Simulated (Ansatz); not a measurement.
We consider BN (model structure, started from the HgO type, P6/mmm, No. 191, 6 atoms in the cell), described by PBEsol (plane waves, PAW; Ansatz, a program for electronic structure).

Settings: plane-wave cutoff 520 eV, 12×12×6 k mesh (along the axes of the cell as run), Fermi–Dirac smearing 0.01 eV, scalar-relativistic PAW data made under PBE.

Cell (relaxed at this level):

```cif
data_B3N3
_chemical_formula_sum 'B3 N3'
_space_group_name_H-M_alt 'P 1'
_space_group_IT_number 1
_cell_length_a 4.36640
_cell_length_b 4.36640
_cell_length_c 7.85707
_cell_angle_alpha 90.000
_cell_angle_beta 90.000
_cell_angle_gamma 120.000
loop_
_space_group_symop_operation_xyz
  'x, y, z'
loop_
_atom_site_label
_atom_site_type_symbol
_atom_site_fract_x
_atom_site_fract_y
_atom_site_fract_z
_atom_site_occupancy
B1 B 0.99996 0.99996 0.50000 1
B2 B 0.00004 0.00000 0.83333 1
B3 B 0.00000 0.00004 0.16667 1
N1 N 0.99995 0.99995 0.00000 1
N2 N 0.00005 0.00000 0.33333 1
N3 N 0.00000 0.00005 0.66667 1
```

### Question
What does this level give for the band gap, smallest direct gap on the k points sampled and direct gap at Γ?

### Answer

band gap: 3.37 eV (indirect)
smallest direct gap on the k points sampled: 3.43 eV
direct gap at Γ: 5.47 eV

Note: the relaxation could raise the start's symmetry but not lower it, so the cell can be a saddle point; the cell has widely spaced layers and the level no dispersion term, so their spacing and the moduli can rest on weak binding.

It cost about 40 core-seconds (a rough figure) of CPU time.

A model structure was made by putting elements into a prototype or built by hand; it is no filed structure, need not be a known phase, and can be a saddle point held by its symmetry.
